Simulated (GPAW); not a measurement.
Parameter sweep on Nb2SnC (P6_3/mmc, 8 atoms in the cell)

```yaml
crystal:
  lattice:
    - [3.28321, 0.00000, 0.00000]
    - [-1.64160, 2.84334, 0.00000]
    - [0.00000, 0.00000, 13.76861]
  atoms:
    - { symbol: Nb, position: [0.33333, 0.66667, 0.08332] }
    - { symbol: Nb, position: [0.66667, 0.33333, 0.91668] }
    - { symbol: Nb, position: [0.66667, 0.33333, 0.58332] }
    - { symbol: Nb, position: [0.33333, 0.66667, 0.41668] }
    - { symbol: Sn, position: [0.33333, 0.66667, 0.75000] }
    - { symbol: Sn, position: [0.66667, 0.33333, 0.25000] }
    - { symbol: C, position: [0.00000, 0.00000, 0.00000] }
    - { symbol: C, position: [0.00000, 0.00000, 0.50000] }
```

Base run A: PBEsol, GPAW PAW datasets PBEsol (made by gpaw-setup) run with GPAW 25.7.0, self-consistent single point.

Its settings: mode = pw; ecut = 900 eV; xc = PBEsol; kpts = 5 5 2; mesh shift (steps) = 0 0 0; occupations.name = fermi-dirac; occupations.width = 0.1 eV; nbands = -14; convergence.forces = 0.001 eV/Å; symmetry.symmorphic = false; symmetry.tolerance = 0.0005; maxiter = 100.

The starting cell comes from a database of computed structures (which also holds hypothetical and non-ambient phases and stackings), without a prior relaxation at this level. Spin polarisation is off. Without a gap this mesh is coarse (it stands for a supercell whose shortest vector is 16 Å).

Runs:
- B: xc: PBEsol → LDA; potentials: GPAW PAW datasets LDA (gpaw-data 1.0.1) [LDA (Perdew-Wang 92)]
- C: xc: PBEsol → BLYP; potentials: GPAW PAW datasets BLYP (made by gpaw-setup) [BLYP]
- D: xc: PBEsol → vdW-DF2 (libvdwxc); potentials: GPAW PAW datasets PBE (gpaw-data 1.0.1) [vdW-DF2]
- E: xc: PBEsol → vdW-DF-cx (libvdwxc); potentials: GPAW PAW datasets PBE (gpaw-data 1.0.1) [vdW-DF-cx]

```
run  largest force (eV/Å)
---  --------------------
A                   0.483
B                   0.651
C                   0.197
D                   0.029
E                   0.284
```

Run E against A: The largest force goes from 0.483 to 0.284 eV/Å.

Run D against A: The largest force goes from 0.483 to 0.029 eV/Å.

Run B against A: The largest force goes from 0.483 to 0.651 eV/Å.

Left out of this page: 3 runs of the series held back from this collection.
